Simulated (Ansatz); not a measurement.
The starting structures come from a database of crystals and need not be the phases stable at ambient conditions.

Input:

```yaml
crystal:
  lattice:
    - [3.60603, 0.00000, 0.00000]
    - [0.00000, 5.76966, 0.00000]
    - [1.80302, 0.00000, 3.12291]
  atoms:
    - { symbol: Hf, position: [0.00000, 0.00000, 0.00000] }
    - { symbol: S, position: [0.66667, 0.25241, 0.66667] }
    - { symbol: S, position: [0.33333, 0.74759, 0.33333] }
```

Space group of this cell: P-3m1, CdI2 type. The cell was relaxed by PBE-D3(BJ); by PBEsol its mean pressure is -1.0 GPa.

Transport runs along the normal of the first two printed cell vectors, the (100) plane of the conventional cell.

No gap correction and no spin-orbit coupling; mid-gap values are interpolated between computed energies.

### Question
Estimate the band gap and the smallest decay constant κ at mid-gap that PBEsol run with Ansatz (an electronic-structure program) returns for this system.

### Answer
Gap 0.76 eV on a 10×6×10 mesh; κ = 0.136 1/Å, at the zone centre.
